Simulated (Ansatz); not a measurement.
Faces of hcp Re in 1x1 cells, as slabs relaxed from ideal cuts; for each face the lowest of the symmetric, stoichiometric cuts and spin starts that were computed. The slabs keep the symmetry of their cuts; real faces may buckle, or reconstruct in larger cells. No spin-orbit coupling, no Hubbard U.

Level of theory: PBE (plane waves to 420 eV, PAW; Ansatz, a program for electronic structure).

```
face     cell area (Å²)  outermost plane spacing of the ideal cut (Å)  γ unrelaxed (J/m²)  γ relaxed (J/m²)  work function, top face (eV)
-------  --------------  --------------------------------------------  ------------------  ----------------  ----------------------------
(0001)             6.67                                          2.24                2.87              2.63                          4.90
(10-10)           12.44                                          0.80                3.03              2.90                          4.70
(10-11)           14.11                                          0.35                3.43              3.34                          4.95
(10-12)           18.24                                          1.09                3.69              3.36                          4.63
(10-13)           23.57                                          0.21                3.72              3.30                          4.45
(11-20)           21.54                                          1.39                3.60              3.13                          4.49
(11-21)           22.55                                          0.66                3.87              3.40                          4.35
(11-22)           25.34                                          1.18                3.80              3.48                          4.53
(11-23)           29.41                                          0.51                3.95              3.53                          4.45
(20-21)           25.76                                          0.19                3.35               [?]                          4.87
(21-30)           32.91                                          0.30                3.49              3.15                          4.53
(21-31)           33.58                                          0.15                3.75               [?]                          4.48
(21-32)           35.51                                          0.28                3.83              3.50                          4.56
(21-33)           38.52                                          0.13                3.78              3.51                          4.71
(30-32)           39.63                                          0.75                3.39              3.26                          4.90
(31-40)           44.85                                          0.22                3.82              3.33                          4.51
(31-41)           45.34                                          0.11                3.60              3.25                          4.53
```

Problem. Fill in the missing entries.

Solution. 
- (20-21), γ relaxed (J/m²): 3.19
- (21-31), γ relaxed (J/m²): 3.35
